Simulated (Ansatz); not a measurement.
The parent structure is a 12-atom supercell of ZrO$_{2}$ (space group P4_2/nmc, No. 137) at its relaxed geometry.

```yaml
crystal:
  lattice:
    - [3.62082, -3.62082, 0.00000]
    - [3.62082, 3.62082, 0.00000]
    - [0.00000, 0.00000, 5.28425]
  atoms:
    - { symbol: Zr, position: [0.00000, 0.00000, 0.00000] }
    - { symbol: Zr, position: [0.50000, 0.50000, 0.00000] }
    - { symbol: Zr, position: [0.00000, 0.50000, 0.50000] }
    - { symbol: Zr, position: [0.50000, 0.00000, 0.50000] }
    - { symbol: O, position: [0.75000, 0.25000, 0.19251] }
    - { symbol: O, position: [0.25000, 0.75000, 0.19251] }
    - { symbol: O, position: [0.75000, 0.25000, 0.69251] }
    - { symbol: O, position: [0.25000, 0.75000, 0.69251] }
    - { symbol: O, position: [0.25000, 0.25000, 0.30749] }
    - { symbol: O, position: [0.75000, 0.75000, 0.30749] }
    - { symbol: O, position: [0.25000, 0.25000, 0.80749] }
    - { symbol: O, position: [0.75000, 0.75000, 0.80749] }
```

Calculations: Ansatz (an electronic-structure program), PBE, PAW, cutoff 420 eV, scalar-relativistic without spin-orbit coupling, earlier PAW set.

Base values:

- Pressure = 0.0 GPa

Perturbation: a neutral O vacancy, atoms relaxed at fixed cell, starting from a slightly rattled geometry.

How does this affect the largest displacement of a host atom from its site in the perfect cell?

The largest displacement of a host atom from its site in the perfect cell is 0.04 Å.

What does the calculation give for the pressure after the change?

The pressure goes from zero to -2.4 GPa.

Other magnetic orders, which the real material may have, were not ruled out. The cell is small, so the values are those of an ordered compound at a high defect concentration; dilute-limit values will differ. Starting moments died away, wholly or in part, for O vacancy; another magnetic solution may exist. The defect cell is spin-polarised and ends with 0.0 μB. This is not the structure that ZrO2 has at room temperature and ambient pressure.
